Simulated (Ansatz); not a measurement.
Cubic perovskite TlMnCl3 was calculated with LDA (Ansatz, an electronic-structure program, plane waves, PAW).

Run with plane-wave cutoff 520 eV, 8×8×8 k mesh, Fermi–Dirac smearing 0.01 eV, spin-polarised start, scalar-relativistic PAW data made under PBE.

Computed at the level's own relaxed cell.

Problem. What does this level give for the equilibrium volume per atom and lattice constant a?

Solution. 
equilibrium volume per atom: 22.87 Å³/atom
lattice constant a: 4.853 Å

Note: the magnetic order was assumed, not searched for or taken from measurement; the relaxation could not lower the start's symmetry, so the cell can be a saddle point above a distorted one; functionals without U or exact exchange can leave correlated insulators metallic, so the missing gap need not be real.

Spin–orbit coupling is not included; it can open a gap where bands touch, and shift volumes and moduli.

Static lattice: no zero-point or thermal effects.

Computing time: around 7 core-minutes (rough).
